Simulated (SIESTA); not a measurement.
Input and output of a self-consistent single point for SrP2Os2 (I4/mmm, 5 atoms in the cell) (SIESTA).

Computed with GGA PBEsol, numerical atomic orbitals DZP, PseudoDojo PBEsol standard norm-conserving potentials (rewritten from UPF to PSML) (SIESTA 5.4.2).

The change in words: lattice scaled by 0.98. Reference geometry:
```
CELL_PARAMETERS angstrom
     -2.02943     2.02943     5.69928
      2.02943    -2.02943     5.69928
      2.02943     2.02943    -5.69928
ATOMIC_POSITIONS crystal
  Sr 0.00000 0.00000 0.00000
  P  0.34985 0.34985 0.00000
  P  0.65015 0.65015 0.00000
  Os 0.75000 0.25000 0.50000
  Os 0.25000 0.75000 0.50000
```

Reference input (self-consistent single point, DFT, GGA PBEsol, numerical atomic orbitals DZP, PseudoDojo PBEsol standard norm-conserving potentials (rewritten from UPF to PSML)): XC.functional = GGA; XC.authors = PBEsol; potentials = PseudoDojo PBEsol standard; PAO.BasisSize = DZP; PAO.EnergyShift = 0.01 Ry; MeshCutoff = 300 Ry; kgrid.MonkhorstPack = 7 7 7; OccupationFunction = FD; ElectronicTemperature = 0.1 eV; MaxSCFIterations = 150; SCF.Mixer.Method = Broyden; SCF.Mixer.Weight = 0.2. This run's input differs from it in these lines:

```diff
@@ -13,5 +13,5 @@
 %block LatticeVectors
-    -3.835066889    3.835066889   10.770078308
-     3.835066889   -3.835066889   10.770078308
-     3.835066889    3.835066889  -10.770078308
+    -3.758364795    3.758364795   10.554675986
+     3.758364795   -3.758364795   10.554675986
+     3.758364795    3.758364795  -10.554675986
 %endblock LatticeVectors
@@ -20,6 +20,6 @@
      0.000000000    0.000000000    0.000000000  1
-    -0.000000000    0.000000000    3.987786216  2
-     0.000000000   -0.000000000    7.410773784  2
-    -0.000000000    2.029430000    2.849640000  3
-     2.029430000    0.000000000    2.849640000  3
+    -0.000000000    0.000000000    3.908030212  2
+     0.000000000   -0.000000000    7.262557788  2
+    -0.000000000    1.988841000    2.792647000  3
+     1.988841000    0.000000000    2.792647000  3
 %endblock AtomicCoordinatesAndAtomicSpecies
```

The program printed (abridged):

```
        iscf     Eharris(eV)        E_KS(eV)     FreeEng(eV)     dDmax    Ef(eV) dHmax(eV)
   scf:    1    -6763.493165    -6804.786828    -6804.873025  1.146258 -2.907046 10.863344
   scf:    2    -6813.085743    -6810.996087    -6811.049453  0.324746 -3.578439  2.374548
   scf:    3    -6811.376100    -6811.202749    -6811.256518  0.044592 -3.611139  1.725942
   scf:    4    -6811.401079    -6811.325825    -6811.382295  0.080479 -3.609266  0.348407
   scf:    5    -6811.335569    -6811.331265    -6811.387709  0.020850 -3.599134  0.036225
   [... 2 lines left out ...]
   scf:    8    -6811.331638    -6811.331648    -6811.387992  0.000429 -3.594134  0.002367
   scf:    9    -6811.331648    -6811.331648    -6811.387992  0.000147 -3.594053  0.001643
   scf:   10    -6811.331649    -6811.331649    -6811.387992  0.000095 -3.594018  0.001140
   scf:   11    -6811.331649    -6811.331649    -6811.387993  0.000069 -3.593993  0.000747
SCF Convergence by DM+H criterion
max |DM_out - DM_in|         :     0.0000690418
max |H_out - H_in|      (eV) :     0.0007473648
SCF cycle converged after 11 iterations

Using DM_out to compute the final energy and forces

siesta: E_KS(eV) =            -6811.3316

siesta: E_KS - E_eggbox =     -6811.3316

siesta: Atomic forces (eV/Ang):
     1   -0.000000   -0.000000    0.000000
     2   -0.000469   -0.000469    1.790152
     3    0.000469    0.000469   -1.790152
     4   -0.002849    0.002849   -0.000000
     5    0.002849   -0.002849   -0.000000
   Tot   -0.000000   -0.000000   -0.000000
   Max    1.790152
   Res    0.653673    sqrt( Sum f_i^2 / 3N )
   Max    1.790152    constrained

Stress tensor Voigt[x,y,z,yz,xz,xy] (kbar):     -150.79     -150.79      -84.19        0.31        0.31        0.41
   [... lines left out ...]
siesta: FreeEng =     -6811.387993
siesta: Cell volume =         88.370265 Ang**3
siesta:         128.59302573        164.81598726  kBar
   [... lines left out ...]
              0.265   1.190   1.429   1.358   1.429   1.380  -0.058  -0.038

             -0.017  -0.038   0.001

mulliken: Qtot =       52.000

Mulliken Atomic Populations:
Atom #   charge [q] valence [e]  Species
     1     0.649749    9.350251  Sr
     2    -0.472757    5.472757  P
     3    -0.472757    5.472757  P
     4     0.147883   15.852117  Os
     5     0.147883   15.852117  Os
 Total     0.000000
```

The run converged in 11 iterations. Against the reference run the free energy rises by 46.6 meV/atom, the pressure goes from 1.19 to 12.86 GPa and the largest force goes from 0.712 to 1.790 eV/Å.

The starting cell comes from a database of computed structures (which also holds hypothetical and non-ambient phases and stackings), without a prior relaxation at this level. For this run, on top of that: lattice scaled by 0.98. Spin polarisation is off. Values carry the incompleteness of an atom-centred basis. With a pressure of about 13 GPa the cell is away from its equilibrium volume at this level. Forces in this geometry exceed 1 eV/Å.

Cost on one core of a shared machine: roughly 30 s.
